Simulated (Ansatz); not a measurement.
Start from ZnSiP2 in the chalcopyrite structure (space group I-42d, No. 122; a = 5.378 Å, c = 10.466 Å).

Computed with r2SCAN/PAW in Ansatz (an electronic-structure program), no spin-orbit coupling.

Carriers are added at fixed cell with a uniform background; the Fermi–Dirac width is that of 300 K.

One change was made to it. Results:

| quantity | base | after |
|---|---|---|
| gap between the host's bands | 1.55 eV | 1.41 eV |
| Fermi level relative to the doped band's edge (positive inside the band; to 0.05 eV) | – | +1.05 eV |
| gap character | direct at Γ | direct at Γ |

Question: Which of these changes matches the shifts?
A. electrons 5.0×10^21 cm⁻³
B. holes 1.0×10^22 cm⁻³
C. electrons 1.0×10^22 cm⁻³

Answer: C, electrons 1.0×10^22 cm⁻³. For comparison, the Fermi level from band edge in the other runs: electrons 5.0×10^21 cm⁻³ gives +0.80 eV; holes 1.0×10^22 cm⁻³ gives +0.70 eV.

Carriers are added with a uniform compensating background; total energy and stress of such cells depend on the potential's zero and are not compared; many-body gap narrowing is missing at this level. No phonon test of stability was made.
